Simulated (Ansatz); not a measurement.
# Input and output of a self-consistent single point for LuAu (Pm-3m, 2 atoms in the cell) (Ansatz)

Level of theory: LDA (PW92), default PAW files made with PBE (plane waves; Ansatz, a first-principles code).

This input was run:

Ansatz 0.2 input:
```yaml
# LuAu
crystal:
  lattice:
    - [3.514133, 0.000000, 0.000000]
    - [0.000000, 3.514133, 0.000000]
    - [0.000000, 0.000000, 3.514133]
  atoms:
    - { symbol: Lu, position_ang: [1.757067, 1.757067, 1.757067] }
    - { symbol: Au, position_ang: [0.000000, 0.000000, 0.000000] }
basis:
  ecutwfc: 420.0
kpoints:
  mp_grid: { grid: [9, 9, 9] }
hamiltonian:
  xc: lda
  pseudopotentials: { kind: paw }
scf:
  occupations: { method: fermi_dirac, width: 0.1 }
output:
  forces: true
  eigenvalues: true
  stress: true
```

Output (repeated stretches shortened):

```
WARN ansatz: RAYON_NUM_THREADS=1 ignored (pool sized by the plan → 1); use --threads N
Pseudopotentials: kind: paw
Pseudopotential: Lu, paw, valence charge 25
Pseudopotential: Au, paw, valence charge 19
Crystal: 2 atoms, lattice volume = 43.396 Å³
Basis set: ecut = 420 eV, 847 PW (Γ)
Bands: 27, of which v1, the nominal top of the filled ones, is band 22 counted from 1 (21 counted from 0)
Symmetry: 48 space group operations
Space group: Pm-3m (ITA 221), of the structure as read, at distance tolerance 3.5e-5 Å
k-points: 35 of 729
PAW frozen core: Lu, regenerated for the run's functional, and the local potential with it
PAW frozen core: Au, regenerated for the run's functional, and the local potential with it
Initial density: superposition of atomic densities (neutral atoms: chi_scale 0, normalization atom), corrected by the library's trained network
Initial wavefunctions: pseudopotential atomic-orbital guess
Eigensolver: davidson
Functional: x = slater, c = lda
SCF iter   1: F=—  HF=-27359.683022 eV  |F-HF|=—  |Δ(HF+E_count)|=         —  Δρ=5.85e-3  dr2=1.28e-2  ethr=1.77e-3  ⟨swp⟩=5.3  Hψ=4795  notcnv=0
all-band conjugate gradients solve this SCF's bands
preconditioner: auto → Kerker (q_TF=auto, 2.735 Å⁻¹)
SCF iter   2: F=—  HF=-27359.679481 eV  |F-HF|=—  |Δ(HF+E_count)|=   3.54e-3  Δρ=2.70e-3  dr2=1.84e-3  ethr=2.91e-5  ⟨swp⟩=2.1  Hψ=2001  notcnv=0
SCF iter   3: F=—  HF=-27359.679204 eV  |F-HF|=—  |Δ(HF+E_count)|=   2.77e-4  Δρ=1.08e-3  dr2=1.57e-4  ethr=4.19e-6  ⟨swp⟩=2.8  Hψ=2053  notcnv=0
SCF iter   4: F=—  HF=-27359.678992 eV  |F-HF|=—  |Δ(HF+E_count)|=   2.12e-4  Δρ=6.31e-4  dr2=8.06e-5  ethr=3.56e-7  ⟨swp⟩=3.0  Hψ=1993  notcnv=0
SCF iter   5: F=—  HF=-27359.678976 eV  |F-HF|=—  |Δ(HF+E_count)|=   1.64e-5  Δρ=1.23e-4  dr2=5.63e-6  ethr=1.83e-7  ⟨swp⟩=2.5  Hψ=1744  notcnv=0
SCF iter   6: F=—  HF=-27359.678976 eV  |F-HF|=—  |Δ(HF+E_count)|=   7.28e-7  Δρ=5.68e-5  dr2=1.12e-6  ethr=1.28e-8  ⟨swp⟩=2.5  Hψ=1714  notcnv=0
SCF iter   7: F=—  HF=-27359.678976 eV  |F-HF|=—  |Δ(HF+E_count)|=   6.18e-7  Δρ=1.12e-5  dr2=9.74e-8  ethr=2.27e-10  ⟨swp⟩=7.3  Hψ=6930  notcnv=0
SCF iter   8: F=-27359.678976 eV  HF=-27359.678976 eV  |F-HF|=4.73e-8  |Δ(HF+E_count)|=   2.03e-8  Δρ=1.30e-5  dr2=5.47e-8  ethr=2.21e-10  ⟨swp⟩=5.8  Hψ=4385  notcnv=0
SCF 1 converged in 8 iterations: F = -27359.678976 eV  dr2 = 5.47e-8
SCF converged after 8 iterations
Free energy (F): -27359.678976 eV
Harris-Foulkes:  -27359.678976 eV  (|F-HF|=4.73e-8)
Internal energy: -27359.647029 eV  (E = F + TS)
E sigma→0 (E₀):  -27359.663002 eV
Entropy (-TS):   -0.031947 eV (-15.974 meV/atom)
Fermi energy:    17.438868 eV
--- Per-component energies (eV) ---
  E_band       = -203.438006
  E_kinetic    = 1022.833410
  E_local      = -8175.317684  (includes V_loc(G=0)·N_el)
  E_nonlocal   = 666.002315
  E_hartree    = 3418.819741
  E_xc         = -443.841044
  E_vxc        = -533.859137  (∫ρ·V_xc dr)
  E_paw        = -16558.390110  (= ΣΔE_a)
  E_vpaw       = -20.730621  (= ΣTr[D̂ρ^β])
  E_aug_tail   = 0.001303  (compensation charges beyond the density's cutoff)
  E_ewald      = -7292.596312
  E_core_change = 2.841353  (= ΣΔE_core)
  E_smearing   = -0.031947  (= −TS)
  E_closure    = -0.000000  (closes the sum)
  Σ components = -27359.678976   (vs F -27359.678976, Δ=0.00e0)
--- Forces (eV/Å), atoms counted from 1 ---
  atom   1  Lu     0.00000000    -0.00000000     0.00000000
  atom   2  Au    -0.00000000     0.00000000    -0.00000000
  max |Σ_I F_I| component: 1.97e-29 eV/Å
--- Stress (GPa, compression-positive) ---
       -6.597629       0.000000       0.000000
        0.000000      -6.597629       0.000000
        0.000000       0.000000      -6.597629
  P = ⅓ Tr σ = -6.5976 GPa (-65.976 kbar)
  The stress holds the Pulay correction. Without it, at fixed plane waves, as pw.x and ABINIT print it: P = -6.6415 GPa
--- Band table (eV; the first three rows and the last of 35) ---
  k-point 0: bands = ["-88.8848", "-40.1612", "-40.1612", "-40.1612", "-39.1394", "-9.7227", "-9.7227", "-9.7227", "9.1198", "11.6825", "11.6825", "12.0622", "12.0622", "12.0622", "12.0673", "12.0673", "12.0673", "12.0939", "12.9909", "12.9909", [...]
  k-point 1: bands = ["-88.8848", "-40.1626", "-40.1611", "-40.1611", "-39.1380", "-9.7522", "-9.7209", "-9.7209", "9.3321", "11.6899", "11.7830", "12.0533", "12.0533", "12.0649", "12.0682", "12.0682", "12.0764", "12.1055", "12.9796", "12.9796", [...]
  k-point 2: bands = ["-88.8848", "-40.1664", "-40.1609", "-40.1609", "-39.1345", "-9.8260", "-9.7163", "-9.7163", "9.9388", "11.7033", "12.0037", "12.0221", "12.0221", "12.0371", "12.0778", "12.0778", "12.1088", "12.2270", "12.9541", "12.9541", [...]
  k-point 34: bands = ["-88.8845", "-40.1685", "-40.1685", "-40.1685", "-39.1166", "-9.9040", "-9.9040", "-9.9037", "12.0117", "12.0538", "12.0555", "12.0555", "12.0929", "12.0929", "12.0954", "12.2028", "12.2776", "12.2776", "13.6427", "13.6427", [...]
```

The run converged in 8 iterations.

The starting cell comes from a database of computed structures (which also holds hypothetical and non-ambient phases and stackings), without a prior relaxation at this level. Its lattice was rescaled by up to half a per cent. Spin-orbit coupling is off. With a pressure of about -7 GPa the cell is away from its equilibrium volume at this level. Ansatz's pressure includes its estimate of the finite-basis (Pulay) stress.
